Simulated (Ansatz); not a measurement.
We consider MgO (P6₃/mmc, No. 194, 4 atoms in the cell; start mp-1065577; a measured phase of this formula has another space group), described by r²SCAN+rVV10 (plane waves, PAW; Ansatz, an electronic-structure program).

Settings: plane-wave cutoff 560 eV, 12×12×8 k mesh (along the axes of the cell as run), Fermi–Dirac smearing 0.01 eV, scalar-relativistic PAW data made under PBE.

Cell (relaxed at this level):

Space group P6₃/mmc (No. 194); a = b = 3.477 Å, c = 4.178 Å, α = β = 90.00°, γ = 120.00°

| atom | site | symmetry | x | y | z |
|---|---|---|---|---|---|
| Mg | 2c | -6m2 | 0.3333 | 0.6667 | 0.2500 |
| O | 2d | -6m2 | 0.6667 | 0.3333 | 0.2500 |

Estimate the band gap that the calculation returns.


- band gap: 4.05 eV (on the SCF k mesh)

Note: the relaxation could not lower the start's symmetry, so the cell can be a saddle point above a distorted one.

Static lattice: no zero-point or thermal effects.

Cost on a shared machine: about 70 core-seconds (a rough figure).

A start named mp-… is a Materials Project structure, which need not be a measured phase.
